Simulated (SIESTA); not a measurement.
What a tighter setting buys: MeshCutoff, LaSnPt (Pnma, 12 atoms in the cell)

Cell: a = 7.5793 Å, b = 4.6419 Å, c = 8.0458 Å, α = 90.00°, β = 90.00°, γ = 90.00°.

Method of the run: GGA PBEsol, numerical atomic orbitals DZP, PseudoDojo PBEsol standard norm-conserving potentials (rewritten from UPF to PSML) in SIESTA 5.4.2.

Base settings: XC.functional = GGA; XC.authors = PBEsol; potentials = PseudoDojo PBEsol standard; PAO.BasisSize = DZP; PAO.EnergyShift = 0.01 Ry; MeshCutoff = 350 Ry; kgrid.MonkhorstPack = 4 6 4; OccupationFunction = FD; ElectronicTemperature = 100 meV; MaxSCFIterations = 150.

Misses are taken against the tightest run, 700 Ry (788 Ry used), which need not be fully converged itself. The energy is the free energy per atom.

Core times come from one kind of shared machine and are given to one figure; runs under 30 s give none.

The starting cell comes from a database of computed structures (which also holds hypothetical and non-ambient phases and stackings), without a prior relaxation at this level. Spin polarisation is off. Values carry the incompleteness of an atom-centred basis.

| MeshCutoff | energy less reference (meV/atom) | core time / reference (rough) |
|---|---|---|
| 140 Ry (140 Ry used) | -8.39 | 0.4 |
| 175 Ry (197 Ry used) | -3.57 | 0.3 |
| 210 Ry (221 Ry used) | -2.12 | 0.3 |
| 245 Ry (249 Ry used) | -1.65 | 0.4 |
| 280 Ry (296 Ry used) | -1.09 | 0.5 |
| 315 Ry (321 Ry used) | -0.78 | 0.5 |
| 350 Ry (374 Ry used) | -0.56 | 0.5 |
| 402 Ry (427 Ry used) | -0.36 | 0.6 |
| 455 Ry (462 Ry used) | -0.26 | 0.6 |
| 525 Ry (525 Ry used) | -0.14 | 0.8 |
| 612 Ry (615 Ry used) | -0.07 | 0.7 |
| 700 Ry (788 Ry used) | 0.00 | 1 |

Coarsest setting among those run that, with all tighter ones, holds the energy within 1 meV/atom of the reference: 315 Ry (321 Ry used), off by 0.78 meV/atom; its saving against the reference is no more than about a factor of 2 in time.

Coarsest setting among those run that, with all tighter ones, holds the energy within 0.5 meV/atom of the reference: 402 Ry (427 Ry used), off by 0.36 meV/atom; its saving against the reference is no more than about a factor of 2 in time.

The step from 210 Ry (221 Ry used) to 525 Ry (525 Ry used): it takes the miss in the energy from 2.1 to 0.14 meV/atom, for roughly 2 times the time.
